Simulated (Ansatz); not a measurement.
## Y, pressure series

Start from Y in the hcp (Mg type) structure (space group P6_3/mmc, No. 194; a = 3.656 Å, c = 5.679 Å).

Cell and atoms are relaxed at each pressure.

Calculations: plane-wave PAW DFT at the PBE level (Ansatz, a first-principles code, 420 eV), spin-orbit coupling left out.

```csv
change,lattice parameter a,c/a ratio
base,365.6 pm,1.553
pressure −2 GPa,?,1.554
pressure −1 GPa,368.7 pm,1.554
pressure 0.9 GPa,363.0 pm,1.553
pressure 2.1 GPa,359.8 pm,1.554
pressure 4.5 GPa,353.8 pm,1.556
pressure 9 GPa,344.2 pm,1.565
pressure 15 GPa,333.7 pm,1.580
pressure 22.5 GPa,323.2 pm,1.598
pressure 30 GPa,314.6 pm,1.615
```

**Question.** Complete the table.

**Answer.** 
- pressure −2 GPa, lattice parameter a: 372.1 pm

Load acts through the strain it causes; cell and atoms are relaxed under it. Stability against distortions was not tested. Competing high-pressure phases were not computed. All final runs are without spin polarisation.
